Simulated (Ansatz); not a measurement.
# MoSe2: element substitutions

The reference is MoSe$_{2}$ in the 2H-MoS2 type structure (space group P6_3/mmc, No. 194; a = 3.228 Å, c = 12.346 Å; layered, stacked along the Cartesian z axis).

Each row replaces one element on all its sites; cell and atoms are relaxed.

All numbers come from PBEsol-D3(BJ) in Ansatz (plane waves to 420 eV, PAW, no SOC), earlier PAW set.

Question: Only one of these has no band gap. Which?
A. Se → Te
B. Mo → W
C. Mo → Re

Answer: C, Mo → Re. Computed: Mo → W: 0.68 eV; Se → Te: 0.33 eV; Mo → Re: zero

With Te and W present, leaving out spin-orbit coupling can change the band edges. Whether these cells are dynamically stable was not tested. As relaxed here, ReSe2 is a hypothetical phase, not in the database extracts checked. The final runs are not spin-polarised. ReSe2 has a high density of states at the Fermi level and may be magnetic at this level.

Ansatz is a quantum-chemistry and plane-wave program.
